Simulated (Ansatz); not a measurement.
The parent structure is La (space group P6_3/mmc, No. 194).

```cif
data_La4
_chemical_formula_sum 'La4'
_space_group_name_H-M_alt 'P 1'
_space_group_IT_number 1
_cell_length_a 3.66119
_cell_length_b 3.66119
_cell_length_c 11.71757
_cell_angle_alpha 90.000
_cell_angle_beta 90.000
_cell_angle_gamma 120.000
loop_
_space_group_symop_operation_xyz
  'x, y, z'
loop_
_atom_site_label
_atom_site_type_symbol
_atom_site_fract_x
_atom_site_fract_y
_atom_site_fract_z
_atom_site_occupancy
La1 La 0.00000 0.00000 0.00000 1
La2 La 0.00000 0.00000 0.50000 1
La3 La 0.33333 0.66667 0.25000 1
La4 La 0.66667 0.33333 0.75000 1
```

The values are results of PBEsol, PAW, 420 eV (Ansatz, a first-principles code; spin-orbit coupling left out), not measurements.

Before the change:

| Quantity | Result |
|---|---|
| Volume per atom | 34.01 Å³ |
| Band gap | zero |

One thing is altered: hydrostatic tension (pressure −1 GPa).

### Question
Predict the new volume per atom.

### Answer
The volume per atom grows by 1.35 Å³, from 34.01 Å³ to 35.36 Å³.

### Question
How does this affect the band gap?

### Answer
The band gap is still zero.

Load acts through the strain it causes; cell and atoms are relaxed under it. Stability against distortions was not tested.
